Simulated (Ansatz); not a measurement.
Competing hops of interstitial Ga in alpha quartz, charge state +3

Defect: interstitial Ga in alpha quartz, charge state +3. The numbers are results of PBE, PAW (plane waves to 420 eV; Ansatz, an electronic-structure program), not measurements.

Settings: 72 host sites, the relaxed PBE lattice, the Γ point alone, smearing 0.01 eV, spin-restricted, no image-charge correction. No zero-point or tunnelling terms. The charge state is imposed; whether it is stable for some Fermi level was not computed. Sites that were not tried may lie lower.

Barriers: single points on a 2×2×2 k-point mesh shifted by half a step along c at the bands' geometries.

```csv
Route,Start site over the lowest site run (eV),Hop (Å),Forward barrier (eV),Backward barrier (eV),Neighbours at the start,Neighbours at the saddle,Saddle order,"Forward, on the band's own sampling (eV)"
a direct jump of one Ga atom,0.00,1.84,0.18,0.18,"2 O at 1.89, 2 O at 1.90 Å","2 O at 1.91, 2 O at 2.15, 2 O at 2.26 Å","not checked, on a symmetry element",0.18
```

Paths come from nudged elastic bands with a climbing image.  A band can be held on a symmetry element, so unchecked saddle points there may be too high. A further band (a direct jump of one Ga atom, 3.65 Å) gave 0.18 eV forward on its own sampling, 0.18 eV above the lowest site run, but a shoulder points to a second hump between its images, so it is not taken as a result.

The whole set of runs took very roughly 2.1 core-hours.
